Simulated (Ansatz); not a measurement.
Reference: monolayer HfS2, PBE with spin-orbit coupling, rigid bands (plane waves, PAW; Ansatz, a program for electronic structure); geometry: cell and atoms relaxed with PBE.

```cif
data_HfS2
_chemical_formula_sum 'Hf1 S2'
_space_group_name_H-M_alt 'P 1'
_space_group_IT_number 1
_cell_length_a 3.65218
_cell_length_b 3.65218
_cell_length_c 18.93792
_cell_angle_alpha 90.000
_cell_angle_beta 90.000
_cell_angle_gamma 120.000
loop_
_space_group_symop_operation_xyz
  'x, y, z'
loop_
_atom_site_label
_atom_site_type_symbol
_atom_site_fract_x
_atom_site_fract_y
_atom_site_fract_z
_atom_site_occupancy
Hf1 Hf 0.00000 0.00000 0.50000 1
S1 S 0.33333 0.66667 0.57638 1
S2 S 0.66667 0.33333 0.42362 1
```

- band gap = 1.25 eV
- electron conductivity mass = 0.45 mₑ
- hole conductivity mass = 0.31 mₑ

**Question.** Swap Hf for Zr, keeping the structure type. How do these values move?

**Answer.** band gap falls (1.25 eV to 1.16 eV); electron conductivity mass rises (0.45 mₑ to 0.53 mₑ); hole conductivity mass rises (0.31 mₑ to 0.33 mₑ).

**Question.** Swap Hf for Pt, keeping the structure type. How do these values move?

**Answer.** band gap rises (1.25 eV to 1.73 eV); electron conductivity mass stays about the same (0.45 mₑ to 0.45 mₑ); hole conductivity mass rises (0.31 mₑ to 2.0 mₑ).

Moves up to 5 % count as about the same. Masses are for dilute carriers at 300 K, harmonic means over directions unless an axis is named.

Model free-standing layer, not matched to a measured one here: monolayer HfS2, monolayer PtS2, monolayer ZrS2.
